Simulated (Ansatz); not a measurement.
## A computed series for CoSi: pressure series

Base system: CoSi (space group P2_13, No. 198; a = 4.431 Å; non-magnetic).

Cell and atoms are relaxed at each pressure.

Computed with PBE in Ansatz (plane waves to 420 eV, PAW, spin-orbit coupling left out), earlier PAW set.

Notes on the quantities. enthalpy: H = E + PV relative to the base's energy.

```csv
change,lattice parameter a,enthalpy
base,4.431 Å,–
pressure −2 GPa,4.445 Å,-0.14 eV/atom
pressure −1 GPa,4.438 Å,-0.07 eV/atom
pressure 1.8 GPa,4.419 Å,+0.12 eV/atom
pressure 4.2 GPa,4.404 Å,+0.28 eV/atom
pressure 9 GPa,[?],+0.60 eV/atom
pressure 18 GPa,4.330 Å,+1.18 eV/atom
pressure 30 GPa,4.277 Å,+1.92 eV/atom
pressure 45 GPa,4.221 Å,+2.82 eV/atom
pressure 60 GPa,4.173 Å,+3.69 eV/atom
```

Fill in the withheld entries from the trend.


- pressure 9 GPa, lattice parameter a: 4.376 Å

Load acts through the strain it causes; cell and atoms are relaxed under it. Whether these cells are dynamically stable was not tested. Competing high-pressure phases were not computed. Seeded moments were not kept for the base. All final runs are without spin polarisation.

Ansatz is a first-principles code.
